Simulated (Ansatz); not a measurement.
ZnS: S → Mo

The parent structure is ZnS in the zinc blende structure (space group F-43m, No. 216; a = 5.357 Å).

One thing is altered: full substitution S → Mo, then cell and atoms are relaxed.

All numbers come from PBEsol in Ansatz (plane waves to 420 eV, PAW, scalar-relativistic without spin-orbit coupling), earlier PAW set. k-mesh 15×15×15 (Γ-centred); smearing 0.05 eV (Fermi–Dirac), for the changed cell.

The volume per atom goes up by 1.609 Å³, from 19.22 Å³ to 20.82 Å³ and the space group stays F-43m (No. 216). The band gap changes from 2.08 eV to zero.

Final structure:

```
CELL_PARAMETERS angstrom
      0.00000     2.75124     2.75124
      2.75124     0.00000     2.75124
      2.75124     2.75124     0.00000
ATOMIC_POSITIONS crystal
  Mo 0.25000 0.25000 0.25000
  Zn 0.00000 0.00000 0.00000
```

Whether these cells are dynamically stable was not tested. As relaxed here, ZnMo is a hypothetical phase, not in the database extracts checked. The final runs are not spin-polarised. ZnMo has a high density of states at the Fermi level and may be magnetic at this level.

Ansatz is a program for electronic structure.
